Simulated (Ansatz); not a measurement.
The starting structures come from a database of crystals and need not be the phases stable at ambient conditions.

By PBEsol, the system below comes out a metal.

The ballistic (Sharvin) conductance counts the channels at the Fermi level: G/A = (e²/h) × channels of both spins per area.

Given:

```
Mg
1.0
    3.67198     0.00000     0.00000
    0.00000     3.67198     0.00000
    1.83599    -1.83599     1.67941
Mg
1
Direct
  0.00000   0.00000   0.00000
```

Space group of this cell: I4/mmm. The cell is taken as given.

The current flows along the normal of the first two printed cell vectors, the (001) plane of the conventional cell. No spin-orbit coupling; the value is a mean over 0.1 eV about the Fermi level.

### Question
Estimate the ballistic conductance per area that PBEsol (Ansatz, a first-principles code) returns for this system.

### Answer
0.81 × 10¹⁵ S/m² for both spins.
